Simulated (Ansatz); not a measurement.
LiBH4 (P6₃mc, No. 186, 12 atoms in the cell; start mp-644223), treated with PBEsol (Ansatz, an electronic-structure program, plane waves, PAW).

Run with plane-wave cutoff 500 eV, 12×12×6 k mesh (along the axes of the cell as run), gaussian smearing 0.02 eV, scalar-relativistic PAW data made under PBE.

Cell (relaxed at this level):

```
LiBH4
1.0
    4.14365     0.00000     0.00000
   -2.07182     3.58850     0.00000
    0.00000     0.00000     7.21322
Li B H
2 2 8
Cartesian
  0.00000   2.39234   0.75191
  2.07182   1.19617   4.35852
  0.00000   2.39234   3.87630
  2.07182   1.19617   0.26969
  0.00000   2.39234   2.65543
  2.07182   1.19617   6.26204
  0.00000   1.23835   4.29237
  3.07121   0.61917   0.68576
  0.99938   2.96933   4.29237
  2.07182   2.35016   0.68576
 -0.99938   2.96933   4.29237
  1.07244   0.61917   0.68576
```

Q: Estimate the band gap that the calculation returns.

A: 
- band gap: 6.58 eV (on the SCF k mesh)

Note: the relaxation could not lower the start's symmetry, so the cell can be a saddle point above a distorted one.

The computed numbers hold no vibrational or temperature effects.

Computing time: about 70 core-seconds (a rough figure).

A start named mp-… is a Materials Project structure, which need not be a measured phase.
